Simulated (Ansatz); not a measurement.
System: CsCl-type CuZn. Method: Hartree–Fock (Ansatz, a quantum-chemistry and plane-wave program, plane waves, PAW).

Excerpt of the program's output:

```
WARN output.stress: scf.exx.energy_threshold = 1e-6 eV is looser than the 2e-8 eV advised for a stress under a hybrid functional (1e-8 eV for each atom of the …
Crystal: 2 atoms, lattice volume = 31.905 Å³
Basis set: ecut = 460 eV, 739 PW (Γ), exchange–correlation on 48×48×48 points (8 copies of the dense FFT grid, shifted against one another)
Bands: 20, of which v1, the nominal top of the filled ones, is band 16 counted from 1 (15 counted from 0)
Symmetry: 48 space group operations
Space group: Pm-3m (ITA 221), of the structure as read, at distance tolerance 3.2e-5 Å
k-points: 56 of 1000
Functional: x = pbe(κ = 0.804, μ = 0.2195149727645171), c = none, warm-up for x = 0 pbe(κ = 0.804, μ = 0.2195149727645171) + 1 exact, c = none
SCF iter   1: F=—  HF=-9866.912418 eV  |F-HF|=—  |Δ(HF+E_count)|=         —  Δρ=1.93e-2  dr2=5.92e-2
SCF iter   2: F=—  HF=-9866.898703 eV  |F-HF|=—  |Δ(HF+E_count)|=   1.37e-2  Δρ=2.81e-3  dr2=1.81e-3
  ...
SCF 1 converged in 9 iterations: F = -9866.899725 eV  dr2 = 2.24e-11
Crystal: 2 atoms, lattice volume = 31.905 Å³
Initial density: handed on by an earlier stage of this run
Functional: x = 0 pbe(κ = 0.804, μ = 0.2195149727645171) + 1 exact, c = none
  ...
Crystal: 2 atoms, lattice volume = 31.905 Å³
SCF 4 converged in 7 iterations: F = -9865.065524 eV  dr2 = 3.24e-11
Crystal: 2 atoms, lattice volume = 31.905 Å³
SCF 5 converged in 7 iterations: F = -9865.072718 eV  dr2 = 6.06e-11
Crystal: 2 atoms, lattice volume = 31.905 Å³
SCF 6 converged in 5 iterations: F = -9865.073675 eV  dr2 = 1.27e-10
Crystal: 2 atoms, lattice volume = 31.905 Å³
SCF 7 converged in 6 iterations: F = -9865.074719 eV  dr2 = 1.09e-10
Crystal: 2 atoms, lattice volume = 31.905 Å³
SCF 8 converged in 6 iterations: F = -9865.085491 eV  dr2 = 1.36e-10
Crystal: 2 atoms, lattice volume = 31.905 Å³
SCF 9 converged in 7 iterations: F = -9865.092018 eV  dr2 = 1.79e-11
Crystal: 2 atoms, lattice volume = 31.905 Å³
Crystal: 2 atoms, lattice volume = 31.905 Å³
Crystal: 2 atoms, lattice volume = 31.905 Å³
SCF iter   5: F=—  HF=-9865.100348 eV  |F-HF|=—  |Δ(HF+E_count)|=  5.13e-10  Δρ=1.06e-6  dr2=2.24e-10
SCF iter   6: F=-9865.100348 eV  HF=-9865.100348 eV  |F-HF|=3.64e-12  |Δ(HF+E_count)|=  1.67e-10  Δρ=1.05e-7  dr2=2.41e-12
SCF 12 converged in 6 iterations: F = -9865.100348 eV  dr2 = 2.41e-12
Free energy (F): -9865.100348 eV
Internal energy: -9865.099356 eV  (E = F + TS)
E sigma→0 (E₀):  -9865.099852 eV
Fermi energy:    11.304740 eV
--- Forces (eV/Å), atoms counted from 1 ---
  atom   1  Zn    -0.00000000     0.00000000    -0.00000000
  atom   2  Cu    -0.00000000    -0.00000000     0.00000000
--- Stress (GPa, compression-positive) ---
       -0.306156       0.000000       0.000000
        0.000000      -0.306156       0.000000
        0.000000       0.000000      -0.306156
  P = ⅓ Tr σ = -0.3062 GPa (-3.062 kbar)
```

Write an input file that could have produced this run (the log leaves some choices open).

This is not unique; one that fits is 
Ansatz 0.2 input:
```yaml
crystal:
  lattice:
    - [3.171654203, 0.0, 0.0]
    - [0.0, 3.171654203, 0.0]
    - [0.0, 0.0, 3.171654203]
  atoms:
    - { symbol: Zn, position: [0.5, 0.5, 0.5] }
    - { symbol: Cu, position: [0.0, 0.0, 0.0] }
basis:
  ecutwfc: 460
  ecutrho_ratio: 4
  xc_grid: 2
kpoints:
  mp_grid: { grid: [10, 10, 10] }
hamiltonian:
  xc: hf
  dispersion: none
  pseudopotentials: { kind: paw }
scf:
  occupations: { method: fermi_dirac, width: 0.05 }
  convergence: { dr2_threshold: 0.0000000002 }
output:
  forces: true
  stress: true
  eigenvalues: true
```

The cell is one volume of an energy–volume scan, off the minimum.

The PAW data were made under PBE.

Note: the cell is over a tenth larger than the published one: the level's own overestimate first of all, though another phase or state, or a fault of the published cell, is possible. Note: the run has no spin polarisation, so it can have missed a magnetic state. Note: the run warned that the count of filled bands differs between k points.

It cost roughly 4 core-minutes of CPU time.
